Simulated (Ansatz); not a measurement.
The starting structures come from a database of crystals and need not be the phases stable at ambient conditions.

```xyz
24
Lattice="6.4815 0.0000 0.0000 1.4537 6.3164 0.0000 0.0000 0.0000 8.1772" Properties=species:S:1:pos:R:3 pbc="T T T"
Si     3.5864     5.7152     4.5475
Si     4.3489     0.6012     3.6297
Si     1.8350     3.7594     0.4589
Si     6.1003     2.5570     7.7183
Si     6.3740     2.2131     3.6297
Si     1.5613     4.1032     4.5475
Si     4.0752     0.9451     7.7183
Si     3.8601     5.3713     0.4589
Si     7.1838     5.1941     2.2500
Si     0.7514     1.1223     5.9271
Si     4.7190     4.2805     6.3386
Si     3.2162     2.0359     1.8386
Si     6.6730     5.8358     5.9271
Si     1.2622     0.4806     2.2500
Si     5.2299     3.6387     1.8386
Si     2.7054     2.6776     6.3386
Ru     5.6737     4.5162     4.0886
Ru     2.2615     1.8002     4.0886
Ru     6.2292     4.9584     0.0000
Ru     1.7061     1.3580     0.0000
Ru     3.0190     4.3499     2.5945
Ru     4.9162     1.9665     5.5826
Ru     2.4023     5.1247     6.6831
Ru     5.5329     1.1917     1.4941
```

Space group of this cell: Cmce. The cell is taken as given.

Transport runs along the normal of the first two printed cell vectors.

The gap is the functional's own, uncorrected, and κ follows it; spin-orbit coupling is left out. Mid-gap values are interpolated between the computed energies.

Problem. Give the band gap and the smallest decay constant κ at mid-gap that r2SCAN (Ansatz, a first-principles code) yields.

Solution. Gap 0.78 eV on a 6×6×4 mesh; κ = 0.127 1/Å, at (0.500, 0.500) of the in-plane reciprocal vectors. At the zone centre, at the nearest computed energy, the slowest state has κ = 0.25 1/Å.
